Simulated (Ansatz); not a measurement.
We consider CdS (Fm-3m, No. 225, 4 atoms in the cell; start mp-1181862; high-pressure phase), described by PBE0 (Ansatz, a quantum-chemistry and plane-wave program, PAW).

Run with plane-wave cutoff 460 eV, 6×6×6 k mesh, Fermi–Dirac smearing 0.01 eV, scalar-relativistic PAW data made under PBE.

Cell (relaxed with PBEsol):

```
CELL_PARAMETERS angstrom
      3.81643     0.00000     0.00000
      0.00000     5.39703     0.00000
      0.00000     0.00000     3.81631
ATOMIC_POSITIONS crystal
  Cd 0.50000 0.50000 0.24994
  Cd 0.00000 0.00000 0.75006
  S  0.50000 0.00000 0.25002
  S  0.00000 0.50000 0.74998
```

**Question.** Estimate the band gap and smallest direct gap on the k points sampled that the calculation returns.

**Answer.** 
band gap: 1.91 eV (on the SCF k mesh)
smallest direct gap on the k points sampled: 2.78 eV

Note: cell and atoms aren't relaxed at this level (pressure 2.6 GPa).

Spin–orbit coupling is not included.

Computing time: roughly 4 core-minutes.

A start named mp-… is a Materials Project structure, which need not be a measured phase.
